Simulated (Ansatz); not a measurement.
## Hypothetical rock salt FeGe, pressure series

The parent structure is FeGe in the rock salt structure (space group Fm-3m, No. 225; ferromagnetic; a hypothetical phase, not in the database extracts checked).

```yaml
crystal:
  lattice:
    - [0.00000, 2.47298, 2.47298]
    - [2.47298, 0.00000, 2.47298]
    - [2.47298, 2.47298, 0.00000]
  atoms:
    - { symbol: Ge, position: [0.00000, 0.00000, 0.00000] }
    - { symbol: Fe, position: [0.50000, 0.50000, 0.50000] }
```

Cell and atoms are relaxed at each pressure.

Method: Kohn–Sham DFT with the PBE functional, run in Ansatz (a program for electronic structure) with PAW and 420 eV plane waves, no SOC, earlier PAW set.

Computed cases, in order: pressure −2 GPa; pressure −1 GPa; 0 GPa (base); pressure 1.8 GPa; pressure 4.2 GPa; pressure 9 GPa; pressure 18 GPa; pressure 30 GPa; pressure 45 GPa; pressure 60 GPa.

Problem. Between which two neighbouring cases do the magnetic moments vanish or appear?

Solution. Between pressure 18 GPa (ferromagnetic) and pressure 30 GPa (non-magnetic). The whole series: pressure −2 GPa: ferromagnetic; pressure −1 GPa: ferromagnetic; 0 GPa (base): ferromagnetic; pressure 1.8 GPa: ferromagnetic; pressure 4.2 GPa: ferromagnetic; pressure 9 GPa: ferromagnetic; pressure 18 GPa: ferromagnetic; pressure 30 GPa: non-magnetic; pressure 45 GPa: non-magnetic; pressure 60 GPa: non-magnetic.

Other magnetic orders, which the real material may have, were not ruled out. Load acts through the strain it causes; cell and atoms are relaxed under it. No phonon test of stability was made. Competing high-pressure phases were not computed. Seeded moments were not kept for pressure 9 GPa, pressure 30 GPa, pressure 45 GPa and pressure 60 GPa.
